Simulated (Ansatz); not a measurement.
## La₂O (model structure, started from the Ca2N type, R-3m, No. 166, 3 atoms in the cell): properties by level of theory

| level (code) | lattice parameter a (Å) | lattice parameter c (Å) | bulk modulus (GPa) |
|---|---|---|---|
| LDA (Ansatz) | 3.666 | 18.558 | 56.7 |
| PBE (Ansatz) | (withheld) | 18.947 | 50.2 |
| PBEsol (Ansatz) | 3.709 | (withheld) | 53.8 |
| r²SCAN (Ansatz) | 3.793 | 18.930 | 51.5 |

Q: Complete the blanks.

A: 
- PBE (Ansatz, a first-principles code), lattice parameter a (Å): 3.778
- PBEsol (Ansatz), lattice parameter c (Å): 18.701

Caveats: the bulk modulus is −V dP/dV from two relaxed cells at ±2 % in volume (LDA, PBE, PBEsol, r²SCAN). Ansatz's density-functional and Hartree–Fock values are scalar-relativistic unless marked +SOC, with PAW data made under PBE.

Computed values are for the static lattice.

A model structure was made by putting elements into a prototype or built by hand; it is no filed structure, need not be a known phase, and can be a saddle point held by its symmetry.
